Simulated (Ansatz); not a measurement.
Start from HfS2 in the CdI2 type structure (space group P-3m1, No. 164; a = 3.606 Å, c = 5.768 Å; layered, stacked along the Cartesian z axis).

Level of theory: PBE-D3(BJ), PAW, 420 eV (Ansatz, an electronic-structure program; no spin-orbit coupling).

Base values:

```
Quantity                         Value
-----------------------------  -------
In-plane lattice parameter a   3.606 Å
Shortest interatomic distance  2.541 Å
```

The change: a free-standing slab of 4 layers (12 atoms, 3 a layer) is cut normal to the stacking axis, with 15 Å of vacuum and the in-plane cell relaxed.

Task: What happens to the thickness between the outermost nuclei, excess energy per area of both faces, in-plane lattice parameter a and shortest interatomic distance?

Result: The thickness between the outermost nuclei comes out as 20.24 Å; the excess energy per area of both faces (slab less bulk energy over the cell's area: twice a surface energy) is 0.42 J/m²; the in-plane lattice parameter a increases by 0.0037 Å (3.606 Å → 3.609 Å); the shortest interatomic distance stays 2.541 Å.

The excess energy carries the mismatch between the slab's and the bulk's meshes. Whether these cells are dynamically stable was not tested.
